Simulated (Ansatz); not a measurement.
Take Zr3N4 (space group I-43d, No. 220) as the base.

```
Zr3N4
1.0
   -3.35134     3.35134     3.35134
    3.35134    -3.35134     3.35134
    3.35134     3.35134    -3.35134
Zr N
6 8
Direct
  0.87500   0.12500   0.75000
  0.62500   0.37500   0.25000
  0.75000   0.87500   0.12500
  0.25000   0.62500   0.37500
  0.12500   0.75000   0.87500
  0.37500   0.25000   0.62500
  0.64175   0.64175   0.64175
  0.35825   0.50000   0.00000
  0.50000   0.00000   0.85825
  0.00000   0.35825   0.50000
  0.85825   0.50000   0.00000
  0.14175   0.14175   0.14175
  0.00000   0.85825   0.50000
  0.50000   0.00000   0.35825
```

Calculations: PBEsol (Ansatz, a quantum-chemistry and plane-wave program, PAW, no SOC).

Before the change:

* **Band gap**: 0.75 eV
* **Volume per atom**: 10.75 Å³
* **Electron mass**: 0.30, 0.42 mₑ (at Γ)
* **Width of the top valence band**: 1.32 eV
* **Gap character**: direct at Γ

It is then changed as follows: hydrostatic tension (pressure −1 GPa).

Question: Predict the new band gap.

Answer: The band gap decreases by 0.015 eV to 0.74 eV.

Question: How does this affect the volume per atom?

Answer: The volume per atom grows by 0.044 Å³ to 10.80 Å³.

Question: What does the calculation give for the electron mass after the change?

Answer: The electron mass (degenerate bands, along [100]) remains 0.30, 0.42 mₑ (at Γ).

Question: How does this affect the width of the top valence band?

Answer: The width of the top valence band hardly moves (1.32 eV against 1.33 eV).

Question: Predict the new gap character.

Answer: The gap character stays direct at Γ.

Load acts through the strain it causes; cell and atoms are relaxed under it. Masses are band curvatures over ±0.01 Å⁻¹ around the edge. Stability against distortions was not tested.
